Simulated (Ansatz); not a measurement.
Hypothetical zinc blende TlBr: pressure series

Take TlBr in the zinc blende structure (space group F-43m, No. 216; a = 7.3107 Å; a hypothetical phase, not in the database extracts checked) as the base.

Cell and atoms are relaxed at each pressure.

All numbers come from Ansatz (an electronic-structure program), PBEsol, PAW, cutoff 420 eV, spin-orbit coupling left out.

Computed cases, in order: pressure −2 GPa; pressure −1 GPa; 0 GPa (base); pressure 1.8 GPa; pressure 4.2 GPa; pressure 9 GPa; pressure 18 GPa; pressure 30 GPa; pressure 45 GPa; pressure 60 GPa.

Problem. Between which two neighbouring cases does the band gap open or close?

Solution. Between pressure 30 GPa (0.23 eV) and pressure 45 GPa (zero). The whole series: pressure −2 GPa: 3.15 eV; pressure −1 GPa: 2.96 eV; 0 GPa (base): 2.76 eV; pressure 1.8 GPa: 2.47 eV; pressure 4.2 GPa: 2.15 eV; pressure 9 GPa: 1.63 eV; pressure 18 GPa: 0.92 eV; pressure 30 GPa: 0.23 eV; pressure 45 GPa: zero; pressure 60 GPa: zero.

The mesh was chosen for an insulator and is coarse for the gapless case. Spin-orbit coupling, missing from the scalar runs, can matter with Tl. Load acts through the strain it causes; cell and atoms are relaxed under it. Stability against distortions was not tested. No other phases were tried under pressure. The final runs are not spin-polarised. A zero or small gap of TlBr under pressure 30 GPa and TlBr under pressure 45 GPa can be the functional's error rather than a property of the material.
